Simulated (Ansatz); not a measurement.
The reference is GaN in the zinc blende structure (space group F-43m, No. 216; a = 4.455 Å). Axes: x, y, z lie along the cube axes.

All numbers come from DFT with LDA, PAW potentials and a 420 eV plane-wave cutoff in Ansatz (a program for electronic structure), without spin-orbit coupling.

Now apply this change: the cell is stretched by 1.50 % along z with no lateral relaxation; the atoms relax in the strained cell.

**Question.** Predict the stress tensor and what it implies for the stiffness.

**Answer.** Stress of the strained cell less that of the base (GPa, compression positive):
```
  -2.25    0.00    0.00
   0.00   -2.25    0.00
   0.00    0.00   -4.28
```

Then −Δσ_ii/ε with ε = 0.0150 gives secant stiffness values (nonlinear terms included at this strain): C33 ≈ 286 GPa, C13 ≈ 150 GPa and C23 ≈ 150 GPa.

Whether these cells are dynamically stable was not tested. This is not the structure that GaN has at room temperature and ambient pressure.
